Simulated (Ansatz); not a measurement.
Start from Cs in the bcc (W type) structure (space group Im-3m, No. 229; a = 6.275 Å).

All numbers come from plane-wave PAW DFT at the r2SCAN level (Ansatz, a first-principles code, 500 eV), spin-orbit coupling left out.

For the base:

```
Item                   Value
-------------------  -------
Lattice parameter a  6.275 Å
```

One thing is altered: Ca takes the place of Cs on all its sites; the structure is relaxed again.

Q: How does this affect the lattice parameter a?

A: The lattice parameter a decreases by 1.851 Å (6.275 Å → 4.424 Å).

Whether these cells are dynamically stable was not tested. The final runs are not spin-polarised. This is not the structure that Ca has at room temperature and ambient pressure.
